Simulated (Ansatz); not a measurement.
La₂S₃ (Pnma, No. 62)

All values below come from r²SCAN in Ansatz (PAW).

Settings: plane-wave cutoff 500 eV, 6×10×4 k mesh (along the axes of the cell as run), Fermi–Dirac smearing 0.05 eV, scalar-relativistic PAW data made under PBE.

Cell: relaxed at this level.

For La₂S₃ (Pnma, No. 62), the equilibrium volume per atom is 25.28 Å³/atom and the band gap comes out as 1.35 eV (on the SCF k mesh).

Measured, for comparison: band gap 2.73 eV (temperature not stated, not corrected to a static lattice; as tabulated in Kim et al. (2020), doi:10.1038/s41597-020-00723-8).

Note: the relaxation could not lower the start's symmetry, so the cell can be a saddle point above a distorted one.

Spin–orbit coupling is not included.

The computed numbers hold no vibrational or temperature effects.

Ansatz is an electronic-structure program.
